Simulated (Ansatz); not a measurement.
# HgS, response to strain

Consider HgS in the zinc blende structure (space group F-43m, No. 216; a = 5.9916 Å).

Strains are applied to the cell and any free atomic positions relax.

Computed with Kohn–Sham DFT with the PBE functional, run in Ansatz (a quantum-chemistry and plane-wave program) with PAW and 420 eV plane waves, no spin-orbit coupling.

```csv
isotropic strain (%),pressure (GPa)
-1.5,2.6
-1,1.6
0,0.0
0.5,?
1,-1.4
1.5,-2.0
2,-2.6
2.5,-3.1
3,-3.6
```

### Question
Fit P = P₀ − Bδ + Cδ² with δ = (1 + ε)³ − 1 to the rows shown and predict the withheld row.

### Answer
Least squares on the printed values gives P₀ = 0.0 GPa, B = 51.1 GPa, C = 133 GPa (largest residual 0.1 GPa); this predicts -0.7 GPa, and the run gives -0.7 GPa, in agreement.

The mesh was chosen for an insulator and is coarse for the gapless case. Whether these cells are dynamically stable was not tested. The final runs are not spin-polarised.
